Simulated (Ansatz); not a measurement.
## Hypothetical zinc blende CsBr, element substitutions

Take CsBr in the zinc blende structure (space group F-43m, No. 216; a hypothetical phase, not in the database extracts checked) as the base.

Space group F-43m (No. 216); a = 8.193 Å, b = 8.193 Å, c = 8.193 Å, α = 90.00°, β = 90.00°, γ = 90.00°

| atom | site | symmetry | x | y | z |
|---|---|---|---|---|---|
| Br | 4c | -43m | 0.2500 | 0.2500 | 0.2500 |
| Cs | 4a | -43m | 0.0000 | 0.0000 | 0.0000 |
(The calculation used a cell of 2 atoms; values per cell refer to that cell.)

Each row replaces one element on all its sites; cell and atoms are relaxed.

Levels (all Ansatz, a quantum-chemistry and plane-wave program, PAW): PBE (420 eV, no SOC); PBEsol (420 eV, no SOC).

The base cell above is that of PBE; each level relaxes its own structures.

```tsv
case	volume per atom, PBE	volume per atom, PBEsol
Cs → Rb	59.10 Å³	55.77 Å³
Br → Cl	59.80 Å³	56.14 Å³
Cs → K	51.52 Å³	48.83 Å³
Cs → La	41.15 Å³	38.94 Å³
```

PBE lies above PBEsol in every row, by 2.21 Å³ to 3.66 Å³. They put the cases in the same order.

No phonon test of stability was made. As relaxed here, RbBr, CsCl, KBr and LaBr are hypothetical phases, not in the database extracts checked. The final runs are not spin-polarised.
